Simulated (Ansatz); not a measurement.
Consider KI in the rock salt structure (space group Fm-3m, No. 225; a = 7.0915 Å).

Level of theory: r2SCAN (Ansatz, an electronic-structure program; PAW; 500 eV plane waves; no spin-orbit coupling).

For the base:

The density is 3.09 g/cm³. The gap character is direct at Γ.

Now apply this change: cell and atoms relaxed at a pressure of 75 GPa.

### Question
How does this affect the density?

### Answer
The density increases by 4.03 g/cm³ to 7.12 g/cm³.

### Question
How does this affect the gap character?

### Answer
The gap character goes from direct at Γ to indirect, Γ → X.

With I present, leaving out spin-orbit coupling can change the band edges. Load acts through the strain it causes; cell and atoms are relaxed under it. Stability against distortions was not tested. No other phases were tried under pressure.
